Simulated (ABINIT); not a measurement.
# A series of runs on BaSrHfZrO₆ (F-43m, 10 atoms in the cell)

```
BaSrHfZrO6
1.0
    0.00000     4.20151     4.20151
    4.20151     0.00000     4.20151
    4.20151     4.20151     0.00000
Ba Sr Zr Hf O
1 1 1 1 6
Cartesian
  6.30227   6.30227   6.30227
  2.10076   2.10076   2.10076
  4.20151   4.20151   4.20151
  0.00000   0.00000   0.00000
  2.08530   4.20151   4.20151
  4.20151   6.31773   4.20151
  6.31773   4.20151   4.20151
  4.20151   2.08530   4.20151
  4.20151   4.20151   6.31773
  4.20151   4.20151   2.08530
```

Base run A: ABINIT with LDA (PW92), PAW (JTH v2.0 LDA PAW), self-consistent single point.

Its settings: ecut = 24 Ha; pawecutdg = 48 Ha; occopt = 1; ngkpt = 4 4 4; nshiftk = 1; shiftk = 0 0 0; potentials = JTH v2.0 LDA PAW; nband = 44; kptopt = 1; nstep = 50; tolvrs = 1e-10; diemac = 4.

The starting cell comes from a database of computed structures (which also holds hypothetical and non-ambient phases and stackings), without a prior relaxation at this level. Spin-orbit coupling is off. In the base run, with a pressure of about -11 GPa the cell is away from its equilibrium volume at this level.

These are the values that this program gave, and no reference: the one-centre exchange-correlation terms come from a truncated expansion.

```csv
run,change,pressure (GPa),largest force (eV/Å),gap on the mesh (eV)
A,base,-10.95,0.160,3.242
B,"pseudos: [Ba.LDA_PW-JTH.xml, Sr.LDA_PW-JTH.xml, Zr.LDA_PW-JTH.xml, Hf.LDA_PW-JTH.xml, O.LDA_PW-JTH.xml] → [Ba.GGA_PBE-JTH.xml, Sr.GGA_PBE-JTH.xml, Zr.GGA_PBE-JTH.xml, Hf.GGA_PBE-JTH.xml, O.GGA_PBE-JTH.xml]; potentials: JTH v2.0 LDA PAW → JTH v2.0 PBE PAW; ixc: default → -116133 [PBEsol]",-6.64,0.247,3.287
C,"pseudos: [Ba.LDA_PW-JTH.xml, Sr.LDA_PW-JTH.xml, Zr.LDA_PW-JTH.xml, Hf.LDA_PW-JTH.xml, O.LDA_PW-JTH.xml] → [Ba.GGA_PBE-JTH.xml, Sr.GGA_PBE-JTH.xml, Zr.GGA_PBE-JTH.xml, Hf.GGA_PBE-JTH.xml, O.GGA_PBE-JTH.xml]; potentials: JTH v2.0 LDA PAW → JTH v2.0 PBE PAW; ixc: default → 15 [RPBE]",1.79,0.304,3.434
D,"pseudos: [Ba.LDA_PW-JTH.xml, Sr.LDA_PW-JTH.xml, Zr.LDA_PW-JTH.xml, Hf.LDA_PW-JTH.xml, O.LDA_PW-JTH.xml] → [Ba.GGA_PBE-JTH.xml, Sr.GGA_PBE-JTH.xml, Zr.GGA_PBE-JTH.xml, Hf.GGA_PBE-JTH.xml, O.GGA_PBE-JTH.xml]; potentials: JTH v2.0 LDA PAW → JTH v2.0 PBE PAW; ixc: default → 14 [revPBE]",0.84,0.297,3.418
E,"pseudos: [Ba.LDA_PW-JTH.xml, Sr.LDA_PW-JTH.xml, Zr.LDA_PW-JTH.xml, Hf.LDA_PW-JTH.xml, O.LDA_PW-JTH.xml] → [Ba.GGA_PBE-JTH.xml, Sr.GGA_PBE-JTH.xml, Zr.GGA_PBE-JTH.xml, Hf.GGA_PBE-JTH.xml, O.GGA_PBE-JTH.xml]; potentials: JTH v2.0 LDA PAW → JTH v2.0 PBE PAW; ixc: default → -106131 [BLYP]",2.31,0.256,3.452
F,"pseudos: [Ba.LDA_PW-JTH.xml, Sr.LDA_PW-JTH.xml, Zr.LDA_PW-JTH.xml, Hf.LDA_PW-JTH.xml, O.LDA_PW-JTH.xml] → [Ba.GGA_PBE-JTH.xml, Sr.GGA_PBE-JTH.xml, Zr.GGA_PBE-JTH.xml, Hf.GGA_PBE-JTH.xml, O.GGA_PBE-JTH.xml]; potentials: JTH v2.0 LDA PAW → JTH v2.0 PBE PAW; ixc: default → 23 [Wu-Cohen GGA]",-6.63,0.243,3.298
G,"pseudos: [Ba.LDA_PW-JTH.xml, Sr.LDA_PW-JTH.xml, Zr.LDA_PW-JTH.xml, Hf.LDA_PW-JTH.xml, O.LDA_PW-JTH.xml] → [Ba.GGA_PBE-JTH.xml, Sr.GGA_PBE-JTH.xml, Zr.GGA_PBE-JTH.xml, Hf.GGA_PBE-JTH.xml, O.GGA_PBE-JTH.xml]; potentials: JTH v2.0 LDA PAW → JTH v2.0 PBE PAW; ixc: default → -109134 [PW91]",-2.37,0.265,3.378
```

Run G against A: The pressure goes from -10.95 to -2.37 GPa, the largest force goes from 0.160 to 0.265 eV/Å and the gap on the mesh goes from 3.242 to 3.378 eV.

Run E against A: The pressure goes from -10.95 to 2.31 GPa, the largest force goes from 0.160 to 0.256 eV/Å and the gap on the mesh goes from 3.242 to 3.452 eV.

Run B against A: The pressure goes from -10.95 to -6.64 GPa, the largest force goes from 0.160 to 0.247 eV/Å and the gap on the mesh goes from 3.242 to 3.287 eV.
